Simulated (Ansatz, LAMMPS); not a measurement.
Ge well of 12 atomic layers along [001] in random Si0.3Ge0.7, interfaces graded over 4 layers. Cell 17.02 × 17.02 × 51.61 Å, Si116Ge532, 648 atoms. Prepared with Tersoff's 1989 multicomponent potential (SiCGe.tersoff) (LAMMPS): minimisation. 

Basis: localised support functions (accuracy medium) on a full density matrix. k-points: zone centre alone; occupations: Fermi-Dirac, 0.010 eV; spin polarisation not allowed. Spin-orbit coupling is left out.

Problem. Estimate the gap and bonding that PBE, support functions at accuracy medium on the grid of 370 eV run with Ansatz (a first-principles code) returns for this input.

Solution. 
Kohn-Sham gap of the cell on its k-mesh: 0.15 eV
weight of the highest filled level on the well: 0.66
weight of the lowest empty level on the well: 0.37
coordination (neighbours within 2.928 Å): 100.0 % 4-fold
Ge-Ge bonds, mean ± spread: 2.482 ± 0.007 Å
Ge-Si bonds, mean ± spread: 2.437 ± 0.008 Å
Si-Si bonds, mean ± spread: 2.389 ± 0.007 Å
bond angles, mean ± spread: 109.5° ± 1.1°
pressure: 0.26 GPa
